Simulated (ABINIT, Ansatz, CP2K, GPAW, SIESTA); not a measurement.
## One structure in several programs: Al2Au (Fm-3m, 3 atoms in the cell)

Self-consistent single point.

```
CELL_PARAMETERS angstrom
      0.00000     3.04317     3.04317
      3.04317     0.00000     3.04317
      3.04317     3.04317     0.00000
ATOMIC_POSITIONS crystal
  Al 0.25000 0.25000 0.25000
  Al 0.75000 0.75000 0.75000
  Au 0.00000 0.00000 0.00000
```

Shared settings, as Ansatz (a program for electronic structure) writes them: kpoints.mp_grid.grid = 9 9 9; scf.occupations.method = fermi_dirac; scf.occupations.width = 0.1 eV. Potentials and cutoffs stand in the table.

```tsv
code	model	pressure (GPa)	cutoff
CP2K	PBEsol, GPW, DZVP-MOLOPT-SR-GTH basis, GTH-PBE potentials (GTH_POTENTIALS)	-1.60	grid 500 Ry
SIESTA	GGA PBEsol, numerical atomic orbitals TZP, PseudoDojo PBEsol standard norm-conserving potentials (rewritten from UPF to PSML)	-4.10	grid 350 Ry
Ansatz	PBEsol, default PAW files made with PBE	-4.35	420 eV
GPAW	PBEsol, GPAW PAW datasets PBEsol (made by gpaw-setup)	-3.97	600 eV
ABINIT	PBEsol, norm-conserving pseudopotentials (PseudoDojo nc-sr-04 PBEsol standard)	-4.42	38 Ha
```

On Ansatz's run: spin-orbit coupling is off.

The spread over the programs that give each value: pressure within 2.82 GPa.

CP2K and SIESTA use small atom-centred bases, whose incompleteness enters pressures, forces and empty levels differently from a plane-wave cutoff. Ansatz's pressure is given at a fixed set of plane waves, as the other plane-wave codes print theirs; with its correction for the finite basis it is -4.30 GPa. In the pressure, CP2K (by 2.74) lies more than 1 GPa from the median of the plane-wave programs.

The starting cell comes from a database of computed structures (which also holds hypothetical and non-ambient phases and stackings), without a prior relaxation at this level. Its lattice was rescaled by a random factor within 2.5 % of one.

Left out of this page: Elk and FLEUR (not drawn, or without a comparable value).

Keys are those of Ansatz 0.2.
